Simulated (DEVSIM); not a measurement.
Device: Ni/SiO2/n-GaSb capacitor, at 300 K.

```
layer (left to right)  material  thickness (nm)  Nd (cm⁻³)
---------------------  --------  --------------  ---------
1                          SiO2            2.50          -
2                          GaSb            9700     3.8e15
```

Metal gate on the left, work function 5.1 eV. Fixed charge at the semiconductor interface -5.5e11 cm⁻² (in units of +e); no interface traps.

Constants are typed, rounded textbook-type inputs, not results; the design itself was drawn at random and stands for no fabricated device. Values at 300 K; Nc and Nv go as T^1.5, mobilities as T to minus their exponent, the gap by Varshni's rule with the affinity fixed.

| parameter | SiO2 | GaSb |
|---|---|---|
| gap (eV) | 9 | 0.726 |
| affinity (eV) | 0.9 | 4.06 |
| permittivity | 3.9 | 15.7 |
| Nc (cm⁻³) | - | 2.1e17 |
| Nv (cm⁻³) | - | 1.8e19 |
| Varshni α (eV/K) | - | 0.00042 |
| Varshni β (K) | - | 140 |

Simulated with DEVSIM: 1D Poisson equation in equilibrium, Boltzmann statistics, complete ionisation; no quantum confinement or tunnelling. Metal contacts follow the ideal Schottky-Mott rule: no Fermi-level pinning, no interface dipoles.

Base results: threshold voltage (band bending 2φF) (V) 0.58; capacitance of the dielectric stack (μF/cm²) 1.38; flat-band voltage (V) 1.00; minimum of the low-frequency capacitance (μF/cm²) 0.0383.

Task: What follows from this one change: gate work function 5.1 → 4.8 eV?

Result: threshold voltage (band bending 2φF) 0.58 → 0.28 V; capacitance of the dielectric stack little changed (1.38 μF/cm²); flat-band voltage 1.00 → 0.70 V; minimum of the low-frequency capacitance little changed (0.0383 μF/cm²).

Task: What follows from this one change: SiO2 thickness 0.0025 → 0.003 μm?

Result: threshold voltage (band bending 2φF) little changed (0.59 V); capacitance of the dielectric stack 1.38 → 1.15 μF/cm²; flat-band voltage 1.00 → 1.01 V; minimum of the low-frequency capacitance little changed (0.0385 μF/cm²).

Task: What follows from this one change: temperature 300 → 400 K?

Result: threshold voltage (band bending 2φF) 0.58 → 0.71 V; capacitance of the dielectric stack little changed (1.38 μF/cm²); flat-band voltage 1.00 → 0.95 V; minimum of the low-frequency capacitance 0.0383 → 0.0632 μF/cm².

Task: What follows from this one change: substrate doping 3.8e+15 → 7.6e+14 cm^-3?

Result: threshold voltage (band bending 2φF) 0.58 → 0.63 V; capacitance of the dielectric stack little changed (1.38 μF/cm²); flat-band voltage 1.00 → 0.96 V; minimum of the low-frequency capacitance 0.0383 → 0.0203 μF/cm².
